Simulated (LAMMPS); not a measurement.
An MD run on CdSe (zinc blende), 4096 atoms, at 680 K and 0 GPa, heated as the crystal.

Computed with classical MD, pair style sw, file CdTeZnSeHgS0.sw (LAMMPS).

```yaml
state_found: crystal; no diffusion seen in 30 ps
density: 5.6604 ± 0.0001 g/cm³
volume_per_atom: 28.0723 ± 0.0004 Å³
enthalpy_per_atom: -2.3437 ± 0.0001 eV
first peak of g(r), Cd-Se: 2.63 Å, height 11.1
coordination number of Cd by Se: 4.00 (counted to 3.70 Å)
coordination number of Se by Cd: 4.00 (counted to 3.70 Å)
most common Se-Cd-Se angle: in the 3° bin centred on 109.5° (mean of all 109°)
mean_frequency_of_the_velocity_spectrum: 4.9 THz
cost: very roughly 6 core-minutes
```

Potential: file CdTeZnSeHgS0.sw of the LAMMPS distribution; its header cites Zhou, Ward, Martin, van Swol, Cruz-Campa, and D. Zubia, Phys. Rev. B, 88, 085309 (2013).

Caution: in nature this polymorph isn't the stable one over the whole range of temperature at this pressure, and short runs keep a crystal in its starting form.

States go by the mean squared displacement: a species diffuses where it passes 1.5 Å², still rises and gives D over 1e-6 cm²/s; a crystal has left its structure where atoms lie 0.35 Å off their sites on average or a cubic box changes its shape by 3 %.

The ± values are statistical; the model's systematic error is not in them.
